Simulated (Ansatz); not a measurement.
Base system: CdS in the zinc blende structure (space group F-43m, No. 216).

```
CdS
1.0
    0.00000     2.96355     2.96355
    2.96355     0.00000     2.96355
    2.96355     2.96355     0.00000
S Cd
1 1
Direct
  0.75000   0.75000   0.75000
  0.00000   0.00000   0.00000
```

The values are results of PBE (Ansatz, a first-principles code; PAW; 420 eV plane waves; spin-orbit coupling left out), earlier PAW set, not measurements.

Carriers are added at fixed cell with a uniform background; the Fermi–Dirac width is that of 300 K.

One change was made to it. Results:

```tsv
quantity	base	after
Fermi level relative to the doped band's edge (positive inside the band; to 0.05 eV)	–	+0.95 eV
gap between the host's bands	1.04 eV	1.02 eV
gap character	direct at Γ	direct at Γ
```

Which of these changes matches the shifts?
(A) holes 1.5×10^21 cm⁻³
(B) holes 1.0×10^22 cm⁻³
(C) electrons 5.0×10^20 cm⁻³

C, electrons 5.0×10^20 cm⁻³. For comparison, the Fermi level from band edge in the other runs: holes 1.5×10^21 cm⁻³ gives +0.20 eV; holes 1.0×10^22 cm⁻³ gives +0.55 eV.

Charged cell with a jellium background: band edges are those of the host's band count, energies are not comparable with the neutral cell, and many-body gap narrowing is missing. Whether these cells are dynamically stable was not tested.
